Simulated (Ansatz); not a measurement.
**AlN in the zinc blende structure (space group F-43m, No. 216)**

```cif
data_Al4N4
_chemical_formula_sum 'N4 Al4'
_space_group_name_H-M_alt 'F-43m'
_space_group_IT_number 216
_space_group_name_Hall 'F -4 2 3'
_cell_length_a 4.36954
_cell_length_b 4.36954
_cell_length_c 4.36954
_cell_angle_alpha 90.000
_cell_angle_beta 90.000
_cell_angle_gamma 90.000
loop_
_atom_site_label
_atom_site_type_symbol
_atom_site_symmetry_multiplicity
_atom_site_Wyckoff_symbol
_atom_site_fract_x
_atom_site_fract_y
_atom_site_fract_z
_atom_site_occupancy
N1 N 4 c 0.25000 0.25000 0.25000 1
Al1 Al 4 a 0.00000 0.00000 0.00000 1
```
(The calculation used a cell of 2 atoms; values per cell refer to that cell.)

The values are results of plane-wave PAW DFT at the r2SCAN level (Ansatz, an electronic-structure program, 500 eV), spin-orbit coupling left out, earlier PAW set, not measurements. Settings: 13×13×13 k-points, 0.05 eV Fermi–Dirac smearing.

| Item | Value |
|---|---|
| Volume per atom | 10.43 Å³ |
| Density | 3.26 g/cm³ |
| Band gap | 3.93 eV, indirect, Γ → X |
| Electron mass | 0.51 mₑ along k, 0.33 mₑ across |
| Lowest conduction-band minima above the VBM | X along ⟨100⟩ 3.93 eV; Γ 4.84 eV |
| Total energy | -464.219 eV/atom (σ→0; compares only within this code and set-up) |

Effective masses come from finite differences of ±0.01 Å⁻¹. Along k means along the line from Γ to the band edge. Whether these cells are dynamically stable was not tested. This is not the structure that AlN has at room temperature and ambient pressure.
